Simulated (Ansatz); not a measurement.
# beta Ga2O3: the defect Ir_Ga

Calculation: PBE, PAW (plane waves to 420 eV; Ansatz, a program for electronic structure). A supercell of 120 sites (1×3×2 repeats of a cell of 20 atoms) was used; the energies come from a 2×2×2 shifted sampling of its zone. Site at the start: the Ga(1) site. Charged cells carry a point-charge image correction with potential alignment at far atoms. Dielectric constants: PBE linear response of the host. Host gap at this level: 2.01 eV. Finite-size and sampling errors can reach tenths of an eV here. The semilocal functional narrows the gap, so deep levels can fall outside it. Spin–orbit coupling is left out, which matters for these heavy elements. Each state is the lowest found from its start.

Formation energies E_f are given with the Fermi level at the valence-band maximum. Chemical conditions: O-rich (Δμ(Ga) = -4.56 eV, Δμ(Ir) = -2.38 eV, bounded by rutile IrO2; only phases computed here count, gases as isolated molecules at 0 K). Reference phases: Ga: alpha gallium, Ir: fcc Ir.

Charges with a result: +2, +1, 0, −1. Others weren't obtained, and one of them could lie lower, also by skipping a charge.

| charge | moment (μB) | point group | largest move off a lattice site (Å) | image correction with alignment (eV) | E_f, O-rich (eV) | above the lowest spin state (eV) |
|---|---|---|---|---|---|---|
| +2 | 2.0 | Cs | 0.74 | 0.76 | 1.39 | 0.00 |
| +2 | not spin-polarised | Cs | 0.61 | 0.78 | 1.47 | 0.08 |
| +1 | 1.0 | Cs | 0.69 | 0.25 | 2.21 | 0.00 |
| +1 | 1.0 | Cs | 0.69 | 0.25 | 2.21 | 0.00 |
| 0* | 0.0 | Cs | 0.75 | – | – | 0.00 |
| 0* | not spin-polarised | Cs | 0.75 | – | – | 0.00 |
| −1† | quenched | – | 0.75 | -0.02 | – | 0.00 |
| −1† | quenched | – | 0.75 | -0.02 | – | 0.00 |

* At this level the carrier isn't localised at the defect: at charge 0 electrons occupy the conduction band. Such a state is shallow or no state of the defect, and this cell gives it no level.

† Not settled in this cell, so no level is given: charge −1: a level filled in part, level within 0.1 eV of a band edge or past it.

Point groups are those of the whole cell at tolerances of 0.03 and 0.1 Å ("near" where only the looser one holds); none is given for unsettled states.

Starting moments that weren't kept: charge +2 began with 4 μB and ended with 2.0; charge +1 began with 5 μB and ended with 1.0; charge 0 began with 4 μB and ended with 0.0; charge −1 began with 1 μB and ended with 0.0; charge −1 began with 3 μB and ended with 0.0.

Not the lowest form: the same atoms on another site or from another start ended lower, by 1.62 eV at charge +2; by 2.07 eV at charge +1. The levels below are those of this configuration alone.

Transition levels above the valence-band maximum: ε(+2/+1) = 0.82 eV.

Flagged in the runs: a host whose relaxation on this sampling wasn't shown to rest, a strain field that reaches the edge of the cell.
